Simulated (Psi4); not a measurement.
Psi4 1.11, PBE/def2-svp: Zr(F)3(Br) ([F][Zr]([F])([F])[Br]), 5 atoms. The geometry is a generated start, not checked to be a minimum at this level.

```yaml
task: energy
method: pbe
basis: def2-svp
memory: 3 GB
maxiter: 100
keys_of_the_molecule_block: symmetry c1
scf_type: df (default)
e_convergence: 1e-06 (default)
d_convergence: 1e-06 (default)
dft_radial_points: 75 (default)
dft_spherical_points: 302 (default)
effective_core_potentials: those of the basis set, past Kr
basis_functions: 105
grid_points: 109377
```

```xyz
5

Zr     0.0556    -0.0998     0.1923
F      0.4464     1.2954     1.3241
F      1.5034    -1.1431    -0.2503
F     -1.4489    -1.0503     0.6538
Br    -0.5564     0.9977    -1.9198
```

Charge 0 and multiplicity 1 are set for this test and not shown to be the ground state.

With the defaults (diis = true, scf_initial_accelerator = adiis, damping_percentage = 0, guess = auto, which took SAD, diis_max_vecs = 10) it converges in 10 SCF iterations. One run each on 2 threads, with these changes:
- guess = core
- guess = sadno
- diis = false, scf_initial_accelerator = none, damping_percentage = 60
- guess = huckel
- diis_max_vecs = 6
- guess = sapgau
- scf_initial_accelerator = none
- damping_percentage = 20
- guess = sap

Which runs fail or end elsewhere than the default run?

No convergence: diis = false, scf_initial_accelerator = none, damping_percentage = 60 (the run ends without SCF convergence in 100 iterations). The rest reach the solution of the defaults.

```csv
setting,SCF iterations,end
the defaults,10,same solution
scf_initial_accelerator = none,10,same solution
diis_max_vecs = 6,11,same solution
guess = huckel,12,same solution
guess = sadno,12,same solution
guess = sap,14,same solution
guess = sapgau,16,same solution
guess = core,16,same solution
damping_percentage = 20,24,same solution
"diis = false, scf_initial_accelerator = none, damping_percentage = 60",100,no convergence
```
